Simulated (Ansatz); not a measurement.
Response to strain in WC

Consider WC (space group P-6m2, No. 187; relaxed with 0.1 eV smearing).

```yaml
crystal:
  lattice:
    - [2.92257, 0.00000, 0.00000]
    - [-1.46128, 2.53102, 0.00000]
    - [0.00000, 0.00000, 2.84637]
  atoms:
    - { symbol: W, position: [0.00000, 0.00000, 0.00000] }
    - { symbol: C, position: [0.66667, 0.33333, 0.50000] }
```

Strains are applied to the cell and any free atomic positions relax.

The values are results of Kohn–Sham DFT with the PBE functional, run in Ansatz (a first-principles code) with PAW and 420 eV plane waves, no SOC, earlier PAW set, not measurements.

Notes on the quantities. pressure: mean of the normal stresses, compression positive.

| isotropic strain (%) | pressure (GPa) |
|---|---|
| -3.88 | 58.9 |
| -3.67 | 54.9 |
| -0.89 | ? |
| 0 | 0.0 |
| 1.75 | -18.0 |

### Question
Fit P = P₀ − Bδ + Cδ² with δ = (1 + ε)³ − 1 to the rows shown and predict the withheld row.

### Answer
Least squares on the printed values gives P₀ = 0.0 GPa, B = 397 GPa (at held cell shape), C = 1140 GPa (largest residual 0.1 GPa); this predicts 11.3 GPa, and the run gives 11.0 GPa, 0.3 lower.

Stability against distortions was not tested. All final runs are without spin polarisation.
